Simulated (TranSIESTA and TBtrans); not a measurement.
System: Ag chain with one bond stretched by 0.6 Å. Leads: straight Ag chain, spacing 2.65 Å. Geometry: as built, not relaxed. Transport runs along z; the first 4 and the last 4 of the 14 atoms are the lead cells, repeated to infinity.

```xyz
14
Lattice="9.000 0.000 0.000 0.000 9.000 0.000 0.000 0.000 37.700" Properties=species:S:1:pos:R:3 pbc="F F T"
Ag     4.500     4.500     0.000
Ag     4.500     4.500     2.650
Ag     4.500     4.500     5.300
Ag     4.500     4.500     7.950
Ag     4.500     4.500    10.600
Ag     4.500     4.500    13.250
Ag     4.500     4.500    15.900
Ag     4.500     4.500    19.150
Ag     4.500     4.500    21.800
Ag     4.500     4.500    24.450
Ag     4.500     4.500    27.100
Ag     4.500     4.500    29.750
Ag     4.500     4.500    32.400
Ag     4.500     4.500    35.050
```

Run with TranSIESTA and TBtrans (open boundaries, self-consistent; PseudoDojo norm-conserving potentials, scalar-relativistic): PAO.BasisSize DZP, PAO.EnergyShift 0.15 eV, XC.Authors PBE, Mesh.Cutoff 200 Ry, ElectronicTemperature 300 K, TS.Voltage 0.0 eV, TBT.Elecs.Eta 0.001 eV, no spin polarisation.

Energies count from the leads' Fermi level. Transmissions are for one spin of a degenerate pair. The energy step is 0.01 eV; narrower resonances are cut or missed.

```
E (eV)      T
------  -----
-0.20   0.896
-0.15   0.901
-0.10   0.905
-0.05   0.909
0.00    0.911
0.05    0.913
0.10    0.915
0.15    0.917
0.20    0.918
```

Q: Give the zero-bias conductance in μS and the resistance at 300 K.

A: At the Fermi level T = 0.911. Averaged with −∂f/∂E over the full grid (kT = 25.9 meV) it is 0.911. With G0 = 2e²/h = 77.48 μS, G = 70.6 μS and R = 1/G = 14.2 kΩ.

Q: The eigenchannels at the Fermi level transmit 0.911. What Fano factor of the shot noise follows at low temperature and bias?

A: F = Σ τ(1 − τ)/Σ τ = 0.0811/0.911 = 0.09.

The straight chain is held at its spacing; free chains may zigzag or dimerise. No spin-polarised start was tried, so a magnetic state, if there is one, is missed.
